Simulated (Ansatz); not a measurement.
Base system: CaO in the rock salt structure (space group Fm-3m, No. 225).

```yaml
crystal:
  lattice:
    - [0.00000, 2.41540, 2.41540]
    - [2.41540, 0.00000, 2.41540]
    - [2.41540, 2.41540, 0.00000]
  atoms:
    - { symbol: Ca, position: [0.00000, 0.00000, 0.00000] }
    - { symbol: O, position: [0.50000, 0.50000, 0.50000] }
```

All numbers come from Kohn–Sham DFT with the PBE functional, run in Ansatz (an electronic-structure program) with PAW and 420 eV plane waves, spin-orbit coupling left out.

For the base:

The electron mass is 1.4 mₑ along k, 0.44 mₑ across (at X). The smallest direct gap is 4.03 eV.

One thing is altered: every lattice vector is shortened by 1.00 %; the atoms relax in the strained cell.

Problem. Estimate the effect on the energy relative to the base.

Solution. The energy goes up by 4.3 meV/atom.

Problem. What does the calculation give for the electron mass after the change?

Solution. The electron mass goes from 1.4 mₑ along k, 0.44 mₑ across (at X) to 1.4 mₑ along k, 0.43 mₑ across (at X).

Problem. How does this affect the mean gap deformation potential ΔEg/Δln V?

Solution. The mean gap deformation potential ΔEg/Δln V amounts to +0.2 eV.

Problem. How does this affect the smallest direct gap?

Solution. The smallest direct gap falls by 0.01 eV, from 4.03 eV to 4.02 eV.

Masses are band curvatures over ±0.01 Å⁻¹ around the edge. Along k means along the line from Γ to the band edge. Stability against distortions was not tested.
